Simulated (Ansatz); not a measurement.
## V2O5 (P2₁/m, No. 11, 14 atoms in the cell; start mp-510568): smallest direct gap on the k points sampled by level of theory

No measured value is used here.

| level (code) | value (eV) |
|---|---|
| LDA (Ansatz) | … |
| PBEsol (Ansatz) | 1.75 |
| r²SCAN (Ansatz) | 2.07 |

Question: What belongs in the gaps?

Answer: 
- LDA (Ansatz, a program for electronic structure), value (eV): 1.71

At these levels the smallest gap is indirect and lower: LDA 1.44, PBEsol 1.49, r²SCAN 1.80 eV. Computed values are for a static lattice.  Values are at the PBE-D3(BJ) cell. Cutoffs differ between the levels. Ansatz's density-functional and Hartree–Fock values are scalar-relativistic unless marked +SOC, with PAW data made under PBE.

A start named mp-… is a Materials Project structure, which need not be a measured phase.
